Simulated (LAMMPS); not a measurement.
Simulation of a free-standing liquid film of Cu3Au, 2352 atoms, at 1380 K.

Method: classical MD, pair style eam, the elements' _u3.eam files (universal-3 set of Foiles, Baskes and Daw); code LAMMPS.

```
z (Å)   number density (Å⁻³), Au  number density (Å⁻³), Cu
------  ------------------------  ------------------------
-26.06                    0.0000                    0.0000
-25.06                    0.0004                    0.0007
-24.06                    0.0049                    0.0080
-23.06                    0.0186                    0.0280
-22.05                    0.0235                    0.0450
-21.05                    0.0165                    0.0529
-20.05                    0.0148                    0.0559
-19.05                    0.0157                    0.0525
-18.04                    0.0160                    0.0524
-17.04                    0.0165                    0.0507
-16.04                    0.0172                    0.0514
-15.04                    0.0165                    0.0510
-14.03                    0.0171                    0.0514
-13.03                    0.0168                    0.0506
-12.03                    0.0171                    0.0513
-11.03                    0.0175                    0.0501
-10.02                    0.0169                    0.0507
-9.020                    0.0168                    0.0510
-8.020                    0.0168                    0.0509
-7.020                    0.0175                    0.0506
-6.010                    0.0181                    0.0486
-5.010                    0.0171                    0.0511
-4.010                    0.0172                    0.0505
-3.010                    0.0167                    0.0512
-2.000                    0.0167                    0.0512
-1.000                    0.0155                    0.0528
0.000                     0.0160                    0.0522
1.000                     0.0165                    0.0513
2.000                     0.0163                    0.0514
3.010                     0.0162                    0.0526
4.010                     0.0158                    0.0516
5.010                     0.0167                    0.0521
6.010                     0.0159                    0.0511
7.020                     0.0161                    0.0525
8.020                     0.0165                    0.0515
9.020                     0.0168                    0.0508
10.02                     0.0179                    0.0502
11.03                     0.0176                    0.0494
12.03                     0.0177                    0.0505
13.03                     0.0171                    0.0501
14.03                     0.0178                    0.0502
15.04                     0.0170                    0.0507
16.04                     0.0157                    0.0518
17.04                     0.0165                    0.0515
18.04                     0.0156                    0.0533
19.05                     0.0131                    0.0565
20.05                     0.0130                    0.0588
21.05                     0.0181                    0.0513
22.05                     0.0195                    0.0419
23.06                     0.0089                    0.0176
24.06                     0.0013                    0.0031
25.06                     0.0001                    0.0001
26.06                     0.0000                    0.0000
```

Read from the full data:
- number density in the middle: 0.0679 Å⁻³
